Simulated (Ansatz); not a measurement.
The (100) surface of germanium (in the relaxation like top atoms buckled by 0.6 Å), 1 pair of surface atoms bonded, B on one of 2 atoms under the surface, Cl on every dangling bond (bottom of the slab: built like the top, H on every dangling bond, free)

All values below come from PBE (plane waves to 420 eV, PAW; Ansatz, an electronic-structure program).

Set-up: 24 atoms, 16.6 Å thick at the start with caps and adatoms; mesh 4x7x1; 0.025 eV smearing; dipole correction on; 4 atoms held, the rest relaxed; held to the start's symmetry, so lower structures may exist; spin-polarised, no spin-orbit, no U. The slab shows no gap on its mesh. The starting moment vanished. It is one candidate, not shown to be the stable structure of the face.

```json
{
 "work_function_of_the_top_face": "6.52 eV",
 "energy_released_by_relaxation": "2.08 eV",
 "cost": "roughly 60 core-minutes"
}
```
